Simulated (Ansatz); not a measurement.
Defect: interstitial O in fcc Al, neutral cell. Computed with PBE, PAW (plane waves to 420 eV; Ansatz, an electronic-structure program).

Settings: 32 host sites, the relaxed PBE lattice, a 3×3×3 k-point mesh shifted by half a step, smearing 0.10 eV, spin-restricted, no image-charge correction. No zero-point or tunnelling terms. Sites that were not tried may lie lower.

Barriers: single points on a 5×5×5 k-point mesh shifted by half a step at the bands' geometries.

The step: one O atom jumps by itself. Atoms about the jump, Cartesian Å from the middle of the jump, before and after:

```tsv
atom	x0	y0	z0	x1	y1	z1
O1	0.00	0.00	1.01	0.00	0.00	-1.01
Al2	1.09	-1.09	-0.08	1.09	-1.09	0.08
Al3	-1.09	1.09	-0.08	-1.09	1.09	0.08
Al4	-1.01	-1.01	-2.03	-1.09	-1.09	-2.10
Al5	-1.09	-1.09	2.10	-1.01	-1.01	2.03
Al6	-1.01	-3.04	0.00	-1.01	-3.04	0.00
Al7	-3.04	-1.01	0.00	-3.04	-1.01	0.00
Al8	1.01	1.01	-2.03	1.09	1.09	-2.10
Al9	1.09	1.09	2.10	1.01	1.01	2.03
Al10	1.03	-3.06	-2.05	1.01	-3.04	-2.02
Al11	1.01	-3.04	2.02	1.03	-3.06	2.05
Al12	-3.06	1.03	-2.05	-3.04	1.01	-2.02
Al13	-3.04	1.01	2.02	-3.06	1.03	2.05
```

Task: Where do these atoms stand at the saddle point, and how high is it?

Result: 
```tsv
atom	x	y	z
O1	-0.38	-0.39	0.01
Al2	1.33	-1.06	0.01
Al3	-1.04	1.31	0.01
Al4	-1.01	-1.02	-1.91
Al5	-1.00	-1.02	1.92
Al6	-1.03	-3.18	0.01
Al7	-3.17	-1.05	0.01
Al8	1.11	1.10	-2.13
Al9	1.11	1.09	2.15
Al10	1.02	-3.02	-1.98
Al11	1.02	-3.02	2.00
Al12	-3.01	1.00	-1.98
Al13	-3.01	1.00	2.00
```
It lies 0.98 eV above the start and 0.98 eV above the end. The saddle point's order was not checked, and it lies on a symmetry element of the cell, where a band can be held. Symmetry-equivalent saddle points exist between the same ends.
